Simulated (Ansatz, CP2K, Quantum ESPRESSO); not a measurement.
# LaS (Fm-3m, 2 atoms in the cell) computed with different codes at matched settings

Self-consistent single point.

```
LaS
1.0
    0.00000     2.94160     2.94160
    2.94160     0.00000     2.94160
    2.94160     2.94160     0.00000
La S
1 1
Direct
  0.00000   0.00000   0.00000
  0.50000   0.50000   0.50000
```

Shared settings, as Ansatz (a quantum-chemistry and plane-wave program) writes them: kpoints.mp_grid.grid = 7 7 7; scf.occupations.method = fermi_dirac; scf.occupations.width = 0.0073 Ry. Potentials and cutoffs stand in the table.

```tsv
code	model	pressure (GPa)	cutoff
Ansatz	LDA (PW92), default PAW files made with PBE	-4.81	default
CP2K	LDA (Pade form), GPW, DZVP-MOLOPT-SR-GTH basis, GTH-PADE potentials (GTH_POTENTIALS)	-4.13	grid 500 Ry
Quantum ESPRESSO	LDA (PZ), GBRV 1.5 ultrasoft (LDA) pseudopotentials	-4.80	40 Ry
```

The spread over the programs that give each value: pressure within 0.68 GPa.

CP2K uses small atom-centred bases, whose incompleteness enters pressures, forces and empty levels differently from a plane-wave cutoff. Ansatz's pressure is given at a fixed set of plane waves, as the other plane-wave codes print theirs. The same LDA comes in different parametrisations, which differ slightly.

The starting cell comes from a database of computed structures (which also holds hypothetical and non-ambient phases and stackings), without a prior relaxation at this level.

Left out of this page: Elk and FLEUR (not drawn, or without a comparable value).

Keys are those of Ansatz 0.2.
